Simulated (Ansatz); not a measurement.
Amorphous Al28O44Hf, 73 atoms at 3.39 g/cm³, one PBE-relaxed geometry, zone centre. Methods: PBE, scalar-relativistic without spin-orbit coupling (Ansatz, a quantum-chemistry and plane-wave program); r2SCAN, scalar-relativistic without spin-orbit coupling (Ansatz); HSE06, scalar-relativistic without spin-orbit coupling (Ansatz). Plane waves to 420 eV (r2SCAN 500 eV); exact exchange is cut at the cell's faces. At PBE the levels at the filled edge of the gap are localised (band-tail or defect states), and the nearest spread-out levels lie 4.0 eV apart at the zone centre. All rungs ran without spin polarisation.

Preparation: random packing, a CHGNet melt and quench, and a DFT relaxation. O atoms were pushed apart under 1.9 Å during the dynamics, to hinder bonds among them. The hot cell started wider than the set density and was brought back towards it in steps. It is the lowest in DFT energy of 2 quenches. It is a model cell: composition and starting density were chosen by hand, and all elements were melted together. No dispersion term was used. Its density started from a set value of 3.39 and ended at 3.39 g/cm³. Cooling (nominally 410 K/ps over its main leg) ran many orders faster than in experiment, which tends to leave more defects and strain. One small periodic cell is one sample of the glass; other quenches scatter about these values. The volume was held where the preparation left it, at a PBE pressure of 2.5 GPa. Stress components on the final sampling reach 4.8 GPa.

The relaxation ran on the zone centre alone. At PBE the level gap is 3.24 eV on a 2×2×2 Γ-centred mesh, and the spacing at the zone centre alone 3.24 eV.

Task: What zone-centre spacing does r2SCAN give, roughly?

Result: 3.86 eV (+0.62 eV against PBE).

Task: What zone-centre spacing does HSE06 give, roughly?

Result: 4.93 eV (+1.69 eV against PBE).

The highest filled and the lowest empty state spread over these numbers of atoms (participation numbers): PBE: 4.7 and 59.9; r2SCAN: 4.5 and 56.0; HSE06: 4.6 and 59.4.
